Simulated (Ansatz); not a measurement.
B (model structure, started from the C4 type, I4₁32, No. 214, 4 atoms in the cell) was calculated with r²SCAN (Ansatz, a program for electronic structure, plane waves, PAW).

Numerical settings: plane-wave cutoff 560 eV, 10×10×10 k mesh, Fermi–Dirac smearing 0.01 eV, scalar-relativistic PAW data made under PBE.

Cell (relaxed with PBEsol):

```cif
data_B4
_chemical_formula_sum 'B4'
_space_group_name_H-M_alt 'P 1'
_space_group_IT_number 1
_cell_length_a 4.01231
_cell_length_b 4.01231
_cell_length_c 4.01231
_cell_angle_alpha 109.471
_cell_angle_beta 109.471
_cell_angle_gamma 109.471
loop_
_space_group_symop_operation_xyz
  'x, y, z'
loop_
_atom_site_label
_atom_site_type_symbol
_atom_site_fract_x
_atom_site_fract_y
_atom_site_fract_z
_atom_site_occupancy
B1 B 0.00000 0.25000 0.50000 1
B2 B 0.25000 0.50000 0.00000 1
B3 B 0.50000 0.00000 0.25000 1
B4 B 0.25000 0.25000 0.25000 1
```

Task: Predict the band gap, smallest direct gap on the k points sampled and direct gap at Γ.

Result: 
- band gap: 1.76 eV (indirect)
- smallest direct gap on the k points sampled: 3.08 eV
- direct gap at Γ: 3.59 eV

Note: the relaxation could raise the start's symmetry but not lower it, so the cell can be a saddle point; cell and atoms aren't relaxed at this level (pressure 0.5 GPa).

A model structure was made by putting elements into a prototype or built by hand; it is no filed structure, need not be a known phase, and can be a saddle point held by its symmetry.
